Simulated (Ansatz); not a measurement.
End structure of the (111) surface of fcc Al in its 1x1 cell, outermost plane spacing 2.33 Å in the ideal cut:

```xyz
8
Lattice="2.8581 0.0000 0.0000 -1.4290 2.4752 0.0000 0.0000 0.0000 32.5000" Properties=species:S:1:pos:R:3 pbc="T T T"
Al     0.0000     1.6501     8.0131
Al     1.4290     0.8251    10.3758
Al     0.0000     0.0000    12.7157
Al     0.0000     1.6501    15.0722
Al     1.4290     0.8251    17.4278
Al     0.0000     0.0000    19.7843
Al     0.0000     1.6501    22.1242
Al     1.4290     0.8251    24.4869
```

Slab: 8 atoms, 16.3 Å thick at the start; k 15x15x1, smearing 0.1 eV, dipole-corrected; all atoms relaxed; start symmetry kept, larger cells not searched; no spin, no spin-orbit, no U.

What is the computed surface energy (mean of both faces) (Ansatz (a first-principles code) with PBE)?

0.83 J/m^2

What is the computed work function of the top face (PBE)?

4.08 eV
